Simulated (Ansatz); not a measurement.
Reference: Rh (Fm-3m), PBEsol with spin-orbit coupling, rigid bands (plane waves, PAW; Ansatz, an electronic-structure program); geometry: cell and atoms relaxed with PBEsol.

```
Rh
1.0
    0.00000     1.88966     1.88966
    1.88966     0.00000     1.88966
    1.88966     1.88966     0.00000
Rh
1
Cartesian
  0.00000   0.00000   0.00000
```

The density of states at the Fermi level per atom is 1.24 states/eV and the drude plasma energy comes out as 10.0 eV. The root-mean-square Fermi velocity comes out as 6.4 ×10⁵ m/s and the resistivity times mean free path comes out as 3.3 ×10⁻¹⁶ Ω·m².

Task: Swap Rh for Ag, keeping the structure type. How do these values move?

Result: Ag (Fm-3m): volume per atom 13.5 to 16.7 Å³; density of states at the Fermi level per atom falls (1.24 states/eV to 0.26 states/eV); Drude plasma energy falls (10.0 eV to 9.2 eV); root-mean-square Fermi velocity rises (6.4 ×10⁵ m/s to 14.3 ×10⁵ m/s); resistivity times mean free path rises (3.3 ×10⁻¹⁶ Ω·m² to 8.4 ×10⁻¹⁶ Ω·m²).

Task: Replace Rh by Au on the same sites and relax. What happens?

Result: Au (Fm-3m): volume per atom 13.5 to 17.0 Å³; density of states at the Fermi level per atom falls (1.24 states/eV to 0.30 states/eV); Drude plasma energy falls (10.0 eV to 8.6 eV); root-mean-square Fermi velocity rises (6.4 ×10⁵ m/s to 12.7 ×10⁵ m/s); resistivity times mean free path rises (3.3 ×10⁻¹⁶ Ω·m² to 8.4 ×10⁻¹⁶ Ω·m²).

Moves up to 6 % count as about the same. Metals at this level; values at 300 K, both spins, means over directions. As a rough test of the mesh, the Fermi surface's area from every second k point differs by up to 4 %. The product of resistivity and mean free path takes one path for all states.
